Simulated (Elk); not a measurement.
## Input and output of a self-consistent single point for SnSe₂ (P-3m1, 3 atoms in the cell) (Elk)

Method of the run: PBE, all-electron FP-LAPW, Elk's shipped species files, APW+lo basis with extra local orbitals (Elk).

Input:

```
tasks
  0

xctype
  20

tforce
  .true.

rgkmax
  8.0

gmaxvr
  18.0

lmaxapw
  10

lmaxo
  8

nxlo
  2

lorbcnd
  .true.

lradstp
  2

nrmtscf
  2.0

rmtscf
  0.96

lmaxi
  4

stype
  0

swidth
  0.0001

scale
  1.889726125

avec
    3.8257641080   -0.0000000251    0.0000000000
   -1.9128820323    3.3132089190    0.0000000000
    0.0000000000    0.0000000000    6.4586390000

sppath
  './'

atoms
  2   : nspecies
  'Sn.in'   : spfname
  1   : natoms; atposl, bfcmt below
  0.0000000000  0.0000000000  0.0000000000    0.0 0.0 0.0
  'Se.in'   : spfname
  2   : natoms; atposl, bfcmt below
  0.6666666667  0.3333333333  0.7571000000    0.0 0.0 0.0
  0.3333333333  0.6666666667  0.2429000000    0.0 0.0 0.0

ngridk
  7 7 4
```

Output (repeated stretches shortened):

```
│ Elk code version 10.2.4 │

All units are atomic (Hartree, Bohr, etc.)

│ Ground-state run starting from atomic densities │

Lattice vectors :
   7.229646383     -0.4743212574E-07   0.000000000
  -3.614823150       6.261057452       0.000000000
   0.000000000       0.000000000       12.20505885

Unit cell volume      :    552.4648105
Brillouin zone volume :   0.4489882590

Muffin-tin inner radius fraction :   0.1000000000E-01

Nuclei treated as point charges

Species :    1 (Sn)
 parameters loaded from : Sn.in
 name : tin
 nuclear charge    :   -50.00000000
 electronic charge :    50.00000000
 atomic mass :    216395.0920
 muffin-tin radius :    2.496000000
 number of radial points in muffin-tin :   1199
 atomic positions (lattice), magnetic fields (Cartesian) :
   1 :   0.00000000  0.00000000  0.00000000    0.00000000  0.00000000  0.00000000

Species :    2 (Se)
 parameters loaded from : Se.in
 name : selenium
 nuclear charge    :   -34.00000000
 electronic charge :    34.00000000
 atomic mass :    143935.2748
 muffin-tin radius :    2.304000000
 number of radial points in muffin-tin :    999
 atomic positions (lattice), magnetic fields (Cartesian) :
   1 :  -0.33333333  0.33333333 -0.24290000    0.00000000  0.00000000  0.00000000
   2 :   0.33333333 -0.33333333  0.24290000    0.00000000  0.00000000  0.00000000

Total number of atoms per unit cell :    3

Spin treatment :
 spin-unpolarised

Number of Bravais lattice symmetries :   24
Number of crystal symmetries         :   12
Crystal has inversion symmetry
Real symmetric eigensolver will be used

k-point grid :      7     7     4
k-point offset :    0.000000000       0.000000000       0.000000000
k-point set is reduced with full crystal symmetry group
Total number of k-points :       28

Muffin-tin radius times maximum |G+k| :    8.000000000
 using average radius
Maximum |G+k| for APW functions       :    3.378378378
   [... lines left out ...]
 potential will be trimmed for |G| > 2 gkmax
Constant for pseudocharge density :   11
Radial integration step length :    2

G-vector grid sizes :     42    42    70
Number of G-vectors :    54351

Maximum angular momentum used for
 APW functions                      :   10
 outer part of muffin-tin           :    8
 inner part of muffin-tin           :    4

Total nuclear charge    :   -118.0000000
Total core charge       :    66.00000000
Total valence charge    :    52.00000000
Total excess charge     :    0.000000000
Total electronic charge :    118.0000000

Effective Wigner radius, rₛ :    1.037794428

Number of empty states         :   12
Total number of valence states :   38
Total number of core states    :   66

Conduction state local-orbitals added automatically
Total number of local-orbitals :  338

Exchange-correlation functional :     20     0     0
 Perdew-Burke-Ernzerhof, Phys. Rev. Lett. 77, 3865 (1996)
 gradient requirement :    1
 generalised gradient approximation (GGA)

Smearing type :    0
 Gaussian
Smearing width :   0.1000000000E-03
Effective electronic temperature (K) :    31.57750248

Mixing type :    3
 Broyden mixing, J. Phys. A: Math. Gen. 17, L317 (1984)

Kohn-Sham potential initialised from atomic data
│ Self-consistent loop started │
│ Loop number : 1 │
 total energy                :     -11090.4299195
│ Loop number : 2 │
 total energy                :     -11048.5987318
RMS change in Kohn-Sham potential (target) :   0.1060928347     (  0.1000000000E-05)
Absolute change in total energy (target)   :    41.83118777     (  0.1000000000E-03)
│ Loop number : 3 │
 total energy                :     -11051.2331238
RMS change in Kohn-Sham potential (target) :   0.1049885783     (  0.1000000000E-05)
Absolute change in total energy (target)   :    7.823404853     (  0.1000000000E-03)
│ Loop number : 4 │
 total energy                :     -11052.9606916
RMS change in Kohn-Sham potential (target) :   0.9732771622E-01 (  0.1000000000E-05)
Absolute change in total energy (target)   :   0.2282834829     (  0.1000000000E-03)
│ Loop number : 5 │
 total energy                :     -11055.8645300
RMS change in Kohn-Sham potential (target) :   0.9902770433E-01 (  0.1000000000E-05)
Absolute change in total energy (target)   :    2.846767590     (  0.1000000000E-03)
   [... lines left out ...]
Absolute change in total energy (target)   :   0.2043288335E-01 (  0.1000000000E-03)
│ Loop number : 16 │
 total energy                :     -11039.6683536
RMS change in Kohn-Sham potential (target) :   0.3339104474E-04 (  0.1000000000E-05)
Absolute change in total energy (target)   :   0.7561433873E-02 (  0.1000000000E-03)
│ Loop number : 17 │
 total energy                :     -11039.6663481
RMS change in Kohn-Sham potential (target) :   0.2844779449E-05 (  0.1000000000E-05)
Absolute change in total energy (target)   :   0.3895885358E-02 (  0.1000000000E-03)
│ Loop number : 18 │
 total energy                :     -11039.6663954
RMS change in Kohn-Sham potential (target) :   0.9751953321E-06 (  0.1000000000E-05)
Absolute change in total energy (target)   :   0.9266110537E-03 (  0.1000000000E-03)
│ Loop number : 19 │
 total energy                :     -11039.6665415
RMS change in Kohn-Sham potential (target) :   0.3271575667E-06 (  0.1000000000E-05)
Absolute change in total energy (target)   :   0.8555855493E-04 (  0.1000000000E-03)
Convergence targets achieved

│ Loop number : 20 │

Energies :
 Fermi                       :     0.156754473266
 sum of eigenvalues          :     -6547.68863523
 electron kinetic            :      11481.6324224
 core electron kinetic       :      10827.9796019
 Coulomb                     :     -22179.7442522
 Coulomb potential           :     -17584.2970926
 nuclear-nuclear             :     -890.947827544
 electron-nuclear            :     -24993.2957568
 Hartree                     :      3704.49933211
 Madelung                    :     -13387.5957059
 xc potential                :     -445.023965069
 exchange                    :     -335.523524913
 correlation                 :     -6.03121072146
 total energy                :     -11039.6665655

Density of states at Fermi energy :   0.8609884642E-05
 (states/Hartree/unit cell)

Estimated indirect band gap :   0.3061723119E-01
 from k-point     10 to k-point     13
Estimated direct band gap   :   0.4421368183E-01
 at k-point     13

Charges :
 core                        :    66.00000000
 valence                     :    52.00000000
 interstitial                :    5.775579561
 muffin-tins (core leakage)
  species :    1 (Sn)
   atom    1                 :    47.82391963     (  0.1231417178E-03)
  species :    2 (Se)
   atom    1                 :    32.20025041     (  0.1094528633E-03)
   atom    2                 :    32.20025041     (  0.1094528633E-03)
 total in muffin-tins        :    112.2244204
 total calculated charge     :    117.9994710
 total charge                :    118.0000000
 error                       :   0.5289593618E-03

│ Self-consistent loop stopped │

Forces :
 species :    1 (Sn)
  atom :    1
   Hellmann-Feynman          :     0.00000000    0.00000000    0.00000000
   IBS                       :    -0.00000000    0.00000000    0.00000000
   total force               :    -0.00000000    0.00000000    0.00000000
   total magnitude           :     0.00000000
 species :    2 (Se)
  atom :    1
   Hellmann-Feynman          :    -0.00000000    0.00000000   -0.44405016
   IBS                       :     0.00000000   -0.00000000    0.43938725
   total force               :    -0.00000000    0.00000000   -0.00466292
   total magnitude           :     0.00466292
  atom :    2
   Hellmann-Feynman          :     0.00000000   -0.00000000    0.44405016
   IBS                       :    -0.00000000    0.00000000   -0.43938725
   total force               :     0.00000000   -0.00000000    0.00466292
   total magnitude           :     0.00466292
```

The run converged in 20 iterations. The count includes the last loop, which Elk runs after its targets are met.

The starting cell comes from a database of computed structures (which also holds hypothetical and non-ambient phases and stackings), without a prior relaxation at this level. Its lattice was rescaled by a random factor within 2.5 % of one. Values depend on the basis (sphere radii, cutoffs, local orbitals), which need not be converged.
